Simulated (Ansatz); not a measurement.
**zinc-blende GaAs: the defect As on the Ga site**

These are PBE, PAW (plane waves to 420 eV; Ansatz, a first-principles code) values and carry that method's errors. The supercell holds 64 host sites (2×2×2 repeats of a cell of 8 atoms), with a 2×2×2 shifted k-point sampling for the final energies. Site at the start: the Ga site. Energies of charged states are corrected for periodic images (point charge plus alignment at distant sites). Dielectric constants: PBE linear response of the host. Host gap at this level: 0.16 eV. Finite-size and sampling errors can reach tenths of an eV here. PBE closes or nearly closes this host's gap, so even the neutral cell can hold carriers in host bands. Spin–orbit coupling is left out. Each state is the lowest found from its start.

Formation energies E_f are given with the Fermi level at the valence-band maximum. Chemical conditions: As-rich (Δμ(As) = 0.00 eV, Δμ(Ga) = -0.70 eV; only phases computed here count, gases as isolated molecules at 0 K); Ga-rich (Δμ(As) = -0.70 eV, Δμ(Ga) = 0.00 eV; only phases computed here count, gases as isolated molecules at 0 K). Reference phases: As: rhombohedral As, Ga: alpha gallium.

Charges with a result: +2, +1, 0, −1. Others weren't obtained, and one of them could lie lower, also by skipping a charge.

```csv
charge,moment (μB),largest move off a lattice site (Å),image correction with alignment (eV),"E_f, As-rich (eV)","E_f, Ga-rich (eV)"
+2†,not spin-polarised,0.07,0.46,–,–
+1†,1.0,0.08,0.14,–,–
0†,not spin-polarised,0.12,0.00,1.16,2.57
−1†,quenched,0.12,0.01,–,–
```

† Not settled in this cell, so no level is given: charge +2: a level filled in part, carriers not clearly localised, level within 0.1 eV of a band edge or past it; charge +1: a level filled in part, carriers not clearly localised; charge 0: level within 0.1 eV of a band edge or past it; charge −1: a level filled in part, carriers not clearly localised, level within 0.1 eV of a band edge or past it.

Starting moments that weren't kept: charge −1 began with 1 μB and ended with 0.0.
